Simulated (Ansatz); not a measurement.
**Wire resistance of NbH2 (Fm-3m) and of Cu**

NbH2 (Fm-3m): ρ₀ = 11.3 μΩ·cm, ℓ = 7.71 nm. Cu (Fm-3m) has a bulk resistivity ρ₀ of 1.66 μΩ·cm and a mean free path ℓ of 40.5 nm. Both at 300 K by PBEsol, DFPT electron-phonon coupling, linearised Boltzmann equation (plane waves, PAW, scalar-relativistic; Ansatz, an electronic-structure program); third figures are kept for the arithmetic, and halving the electron mesh moves ρ₀ by up to 2 and 1 % at 300 K, and ℓ by up to 1 and 1 % (the most at any temperature). Cell of NbH2 (Fm-3m): a = 3.1948 Å, b = 3.1948 Å, c = 3.1948 Å, α = 60.00°, β = 60.00°, γ = 60.00°. Remarks on NbH2 (Fm-3m): harmonic hydrogen.

Square wire of width d: ρ − ρ₀ = ρ₀ℓ × [0.75(1 − p)/d + 1.5R/((1 − R)D)], with p = 0.2, R = 0.15, D = d.

Problem. Reduce the formula and give each metal's size term.

Solution. With D = d the size term is Kρ₀ℓ/d, K = 0.75 × 0.8 + 1.5 × 0.15/0.85 = 0.865. NbH2 (Fm-3m): ρ₀ℓ = 8.71×10⁻¹⁶ Ω·m², ρ = 11.3 + 75.4/d. Cu: 6.72×10⁻¹⁶ Ω·m², ρ = 1.66 + 58.2/d (μΩ·cm, d in nm).

Problem. Do these numbers give a width at which NbH2 (Fm-3m) overtakes?

Solution. Nowhere: neither ρ₀ nor ρ₀ℓ of NbH2 (Fm-3m) lies under that of Cu.

Problem. Give copper a liner of 1.5 nm on each side that carries no current, and suppose that NbH2 (Fm-3m) needs no liner. Find the resistance of 1 μm of line, ρL/d², in square trenches of width w. Take w = 9, 10, 12, 18 nm.

Solution. 
| w (nm) | ρ, NbH2 (Fm-3m) (μΩ·cm) | Ω/μm, NbH2 (Fm-3m) | core d (nm) | ρ, Cu (μΩ·cm) | Ω/μm, Cu |
|---|---|---|---|---|---|
| 9 | 19.7 | 2400 | 6 | 11.4 | 3200 |
| 10 | 18.8 | 1880 | 7 | 10.0 | 2000 |
| 12 | 17.6 | 1220 | 9 | 8.1 | 1000 |
| 18 | 15.5 | 480 | 15 | 5.5 | 250 |

The line of NbH2 (Fm-3m) has the lower resistance at w = 9, 10 nm. The line of Cu has the lower resistance at w = 12, 18 nm. For Cu, d lies under 0.3 ℓ at w = 9, 10, 12 nm, where the formula is only a guide.

The formula is the first-order form of the Fuchs-Sondheimer and Mayadas-Shatzkes models for a square wire of an isotropic metal and fails where d lies far under ℓ. p, R and D are assumed, not computed. Defining ℓ as one path for all states would lower each ρ₀ℓ, not all alike. ρ₀ is phonon-limited: no impurities, no disorder, and the values belong to this polymorph, stable or not.

Formula and space group known from diffraction (Crystallography Open Database), not checked to be the room-temperature form: NbH2 (Fm-3m).
